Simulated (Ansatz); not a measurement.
**Pressure series in GaN**

Take GaN in the rock salt structure (space group Fm-3m, No. 225; a = 4.219 Å) as the base.

Cell and atoms are relaxed at each pressure.

All numbers come from PBEsol (Ansatz, a quantum-chemistry and plane-wave program; PAW; 420 eV plane waves; no SOC).

Candidates:
(a) pressure −2 GPa
(b) pressure −1 GPa
(c) pressure 3 GPa

Before the change:

```
Quantity              Result
-------------------  -------
Smallest direct gap  2.80 eV
```

Problem. Order them by smallest direct gap, highest first.

Solution. (c) pressure 3 GPa (2.96 eV), (b) pressure −1 GPa (2.75 eV), (a) pressure −2 GPa (2.69 eV)

Load acts through the strain it causes; cell and atoms are relaxed under it. Whether these cells are dynamically stable was not tested. This is not the structure that GaN has at room temperature and ambient pressure.
